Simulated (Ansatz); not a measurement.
# Cr: uniaxial strain ε_xx = +0.46 %

Consider Cr in the bcc (W type) structure (space group Im-3m, No. 229; a = 2.830 Å; not spin-polarised; relaxed with 0.1 eV smearing). Axes: x, y, z lie along the cube axes.

One thing is altered: uniaxial strain ε_xx = +0.46 %, all other strain components held at zero, atoms relaxed at fixed cell.

Level of theory: r2SCAN, PAW, 500 eV (Ansatz, a quantum-chemistry and plane-wave program; scalar-relativistic without spin-orbit coupling). k-mesh 33×33×33 (Γ-centred); smearing 0.1 eV (Fermi–Dirac).

The volume per atom grows by 0.05 Å³ (11.33 Å³ → 11.38 Å³) and the space group becomes I4/mmm (No. 139) (base: Im-3m (No. 229)). The shortest interatomic distance goes up by 0.0038 Å, from 2.451 Å to 2.454 Å and the energy grows by 0.4 meV/atom. The pressure (mean of the normal stresses, compression positive) goes from zero to -1.3 GPa and the band gap remains zero. The stress (xx, yy, zz, yz, xz, xy; compression positive) comes out as (-2.4, -0.7, -0.7, 0.0, 0.0, 0.0) GPa.

Stability against distortions was not tested. Starting moments died away, wholly or in part, for the base; another magnetic solution may exist. All final runs are without spin polarisation. Real Cr is antiferromagnetic at low temperature and ambient pressure, an order that this cell doesn't hold.
